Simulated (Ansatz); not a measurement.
Given:

```xyz
4
Lattice="3.8306 0.0000 0.0000 -1.9153 3.3174 0.0000 0.0000 0.0000 6.2670" Properties=species:S:1:pos:R:3 pbc="T T T"
Si     0.0000     2.2116    -0.0013
Si     1.9153     1.1058     3.1322
Si     0.0000     2.2116     2.3515
Si     1.9153     1.1058     5.4849
```

These are r2SCAN with spin-orbit coupling, rigid bands (plane waves, PAW; Ansatz, a first-principles code) values and carry that method's errors. Condition of this run: uniaxial stress along c of 1.8 GPa (compression positive) (the target of the relaxation). Geometry: cell and atoms relaxed with PBEsol, then loaded as said.

### Question
What conductivity effective mass do dilute holes have at 300 K?

### Answer
0.39 (x), 0.39 (y), 0.55 (z) mₑ.

### Question
Predict the electron conductivity mass (n e² τ/σ) at 300 K, by direction if it differs.

### Answer
0.20 (x), 0.20 (y), 1.09 (z) mₑ.

### Question
And the band gap?

### Answer
0.53 eV at this level; semilocal functionals usually fall short of the measured gap.

Rigid bands, one relaxation time for all states, no polarons. Geometry: cell and atoms relaxed with PBEsol.
